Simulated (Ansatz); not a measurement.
## Zr: pressure series

Start from Zr in the hcp (Mg type) structure (space group P6_3/mmc, No. 194; a = 3.231 Å, c = 5.173 Å).

Cell and atoms are relaxed at each pressure.

Calculations: Ansatz (a first-principles code), PBE, PAW, cutoff 420 eV, no SOC.

Notes on the quantities. enthalpy: H = E + PV relative to the base's energy.

| variant | enthalpy | density |
|---|---|---|
| base | – | 6.48 g/cm³ |
| pressure −2 GPa | -0.30 eV/atom | 6.33 g/cm³ |
| pressure −1 GPa | -0.15 eV/atom | 6.41 g/cm³ |
| pressure 0.9 GPa | +0.13 eV/atom | 6.54 g/cm³ |
| pressure 2.1 GPa | +0.30 eV/atom | 6.62 g/cm³ |
| pressure 4.5 GPa | +0.64 eV/atom | 6.77 g/cm³ |
| pressure 9 GPa | +1.26 eV/atom | 7.05 g/cm³ |
| pressure 15 GPa | +2.04 eV/atom | [?] |
| pressure 22.5 GPa | +2.98 eV/atom | 7.78 g/cm³ |
| pressure 30 GPa | +3.87 eV/atom | 8.14 g/cm³ |

Q: What belongs in the blanks?

A: 
- pressure 15 GPa, density: 7.38 g/cm³

Load acts through the strain it causes; cell and atoms are relaxed under it. Stability against distortions was not tested. The final runs are not spin-polarised. Measured, Zr leaves this structure (for the ω phase) near 3 GPa (temperature not stated; as listed in C. Cazorla, D. Alfè, M. J. Gillan, Physical Review B (2008)).
